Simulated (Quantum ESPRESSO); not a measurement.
# Effort and miss along a sweep of conv_thr: SnAu3 (P6_3/mmc, 8 atoms in the cell)

Cell: a = 5.8646 Å, b = 5.8646 Å, c = 5.1431 Å, α = 90.00°, β = 90.00°, γ = 120.00°.

Computed with PBEsol, GBRV 1.5 ultrasoft (PBESOL) pseudopotentials (plane waves; Quantum ESPRESSO).

Base settings: ecutwfc = 40 Ry; ecutrho = 320 Ry; occupations = smearing; smearing = gauss; degauss = 0.019992 Ry; potentials = {Sn: sn_pbesol_v1.4.uspp.F.UPF, Au: au_pbesol_v1.uspp.F.UPF}; K_POINTS = automatic 4 4 4 0 0 0; conv_thr = 1e-10 Ry; mixing_beta = 0.4.

Misses are taken against the tightest run, 7.3e-14 Ry, which need not be fully converged itself.

The count of work is k-points × plane waves × bands × iterations; it is no time, and leaves out set-up, grids and terms that scale otherwise. Core times come from one kind of shared machine and are given to one figure; runs under 30 s give none.

The starting cell comes from a database of computed structures (which also holds hypothetical and non-ambient phases and stackings), without a prior relaxation at this level. In the base run, with a pressure of about -4 GPa the cell is away from its equilibrium volume at this level.

The runs (conv_thr): 0.0073 Ry | 0.00073 Ry | 7.3e-05 Ry | 7.3e-06 Ry | 7.3e-07 Ry | 7.3e-08 Ry | 7.3e-10 Ry | 1e-10 Ry | 7.3e-12 Ry | 7.3e-14 Ry.

Task: Which is the coarsest setting among those run that, with all tighter ones, holds the pressure within 1 GPa of the reference, and what does it save?

Result: 0.00073 Ry, off by 0.82 GPa; it needs 0.25 of the reference's count of work and about 0.3 of the reference's time.

Task: Which is the coarsest setting among those run that, with all tighter ones, holds the pressure within 0.1 GPa of the reference, and what does it save?

Result: 7.3e-07 Ry, off by 0.051 GPa; it needs 0.40 of the reference's count of work and about 0.4 of the reference's time.

Task: What does the step from 0.0073 Ry to 7.3e-10 Ry buy?

Result: It takes the miss in the pressure from 5.7 to 0.007 GPa, for 3.2 times the count of work and roughly 2 times the time.

| conv_thr | pressure less reference (GPa) | largest difference in the force on any atom (eV/Å) | count of work / reference | core time / reference (rough) |
|---|---|---|---|---|
| 0.0073 Ry | 5.70 | 0.006 | 0.20 | 0.3 |
| 0.00073 Ry | 0.82 | 0.092 | 0.25 | 0.3 |
| 7.3e-05 Ry | -0.83 | 0.002 | 0.30 | 0.3 |
| 7.3e-06 Ry | -0.83 | 0.002 | 0.30 | 0.3 |
| 7.3e-07 Ry | 0.05 | 0.005 | 0.40 | 0.4 |
| 7.3e-08 Ry | -0.02 | 0.004 | 0.45 | 0.5 |
| 7.3e-10 Ry | -0.01 | 0.000 | 0.65 | 0.7 |
| 1e-10 Ry | 0.00 | 0.000 | 0.80 | 0.9 |
| 7.3e-12 Ry | 0.00 | 0.000 | 0.80 | 0.8 |
| 7.3e-14 Ry | 0.00 | 0.000 | 1.0 | 1 |
